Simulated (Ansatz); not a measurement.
NH2 on the (0001) surface of wurtzite GaN (2x2 N adatom at H3; a constructed slab, bottom: 3 H on 4 bottom sites), one in a cell of 36 Å², started at the site 'over Ga at depth 1.1 Å #2'

Host crystal: wurtzite GaN, with a band gap (PBE, scalar-relativistic without spin-orbit coupling).

Computed with PBE (plane waves to 420 eV, PAW; Ansatz, a quantum-chemistry and plane-wave program).

Slab: 47 atoms, 13.4 Å thick at the start with caps and adatoms under the adsorbate (thin: gaps and levels are the slab's own); k 4x4x1, smearing 0.01 eV, dipole-corrected; 23 atoms held, the rest relaxed; no symmetry held; spin-polarised, ending with about 1.0 μB a cell; orders that need a larger cell were not tried, no spin-orbit, no U, no dispersion correction. At the end it is bonded to Ga. In PBE this state lies 0.43 eV over the lowest of the starts that converged ('hollow N-N-N over Ga at depth 1.8 Å').

The energy of the end state, in which the adsorbate broke or entered a bond of the host, against NH3(g) − ½ H2(g) is 0.40 eV. The gap of the slab on its k-mesh is 0.92 eV and the highest filled level below the top vacuum level is 5.65 eV. The change of the step from the bottom to the top vacuum level, against the clean slab comes out as -0.53 eV and the energy released by relaxation is 2.53 eV. The height of the binding atom over the mean of the host atoms within 0.3 Å of the top one is 0.826 Å, the magnetic moment of the cell is 1.00 μB and the largest move of a host atom is 1.84 Å. The caution is the clean host was not checked against rearrangement in a larger or rattled cell. The caution is the host itself rearranges in this cell, so the energy holds part of a reconstruction.

A negative adsorption energy means that the adsorbate is more stable on the surface than in its reference.
